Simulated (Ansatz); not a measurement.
CdSe2 (Pa-3, No. 205, 12 atoms in the cell; start mp-1095493) was calculated with HSE06 (Ansatz, a program for electronic structure, plane waves, PAW).

Settings: plane-wave cutoff 460 eV, 4×4×4 k mesh, Fermi–Dirac smearing 0.01 eV, scalar-relativistic PAW data made under PBE.

Cell (relaxed with PBEsol):

```cif
data_Cd4Se8
_chemical_formula_sum 'Cd4 Se8'
_space_group_name_H-M_alt 'Pa-3'
_space_group_IT_number 205
_space_group_name_Hall '-P 2ac 2ab 3'
_cell_length_a 6.60479
_cell_length_b 6.60479
_cell_length_c 6.60479
_cell_angle_alpha 90.000
_cell_angle_beta 90.000
_cell_angle_gamma 90.000
loop_
_atom_site_label
_atom_site_type_symbol
_atom_site_symmetry_multiplicity
_atom_site_Wyckoff_symbol
_atom_site_fract_x
_atom_site_fract_y
_atom_site_fract_z
_atom_site_occupancy
Cd1 Cd 4 a 0.00000 0.00000 0.00000 1
Se1 Se 8 c 0.39608 0.39608 0.39608 1
```

Problem. Give the computed band gap, smallest direct gap on the k points sampled and Γ–Γ gap.

Solution. 
* **band gap**: 1.50 eV
* **smallest direct gap on the k points sampled**: 1.73 eV
* **Γ–Γ gap**: 2.08 eV

Note: cell and atoms aren't relaxed at this level (largest force component 0.19 eV/Å, pressure 1.7 GPa).

Spin–orbit coupling is not included.

Computed values are for the static lattice.

A start named mp-… is a Materials Project structure, which need not be a measured phase.
